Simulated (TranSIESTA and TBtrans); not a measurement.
# Ge chain with one In atom in place of Ge

System: Ge chain with one In atom in place of Ge. Leads: straight Ge chain, spacing 2.4 Å. Geometry: 3 atoms about the centre moved by SIESTA (PBE, DZP) to a largest force of 0.01 eV/Å, all others as built, motion along the axis alone.

TranSIESTA and TBtrans, PBE, DZP numerical orbitals (energy shift 0.15 eV), PseudoDojo norm-conserving scalar-relativistic potentials, mesh cutoff 200 Ry, 300 K, no spin polarisation, no spin-orbit coupling; self-consistent non-equilibrium Green functions.

```
Item                               Value
---------------------------------  -----
Conductance at 300 K (G0 = 2e²/h)   1.82
Mean T from −0.5 to 0.5 eV          1.72
```

Energies count from the leads' Fermi level. Transmissions are for one spin of a degenerate pair. The energy step is 0.01 eV; narrower resonances are cut or missed.

```tsv
E (eV)	T	lead channels
-2.00	1.00	1
-1.90	0.99	1
-1.80	0.99	1
-1.70	0.99	1
-1.60	0.99	1
-1.50	0.98	1
-1.40	0.98	1
-1.30	0.97	1
-1.20	0.97	1
-1.10	0.97	1
-1.00	1.12	3
-0.90	1.24	3
-0.80	1.24	3
-0.70	1.25	3
-0.60	1.29	3
-0.50	1.37	3
-0.40	1.47	3
-0.30	1.59	3
-0.20	1.70	3
-0.10	1.78	3
0.00	1.82	3
0.10	1.83	3
0.20	1.82	3
0.30	1.80	3
0.40	1.79	3
0.50	1.79	3
0.60	1.82	3
0.70	1.87	3
0.80	1.94	3
0.90	2.04	3
1.00	2.16	3
1.10	2.30	3
1.20	2.45	3
1.30	2.58	3
1.40	2.69	3
1.50	2.77	3
1.60	2.82	3
1.70	2.84	3
1.80	2.84	3
1.90	2.83	3
2.00	2.82	3
```

The straight chain is held at its spacing; free chains may zigzag or dimerise. No spin-polarised start was tried, so a magnetic state, if there is one, is missed.
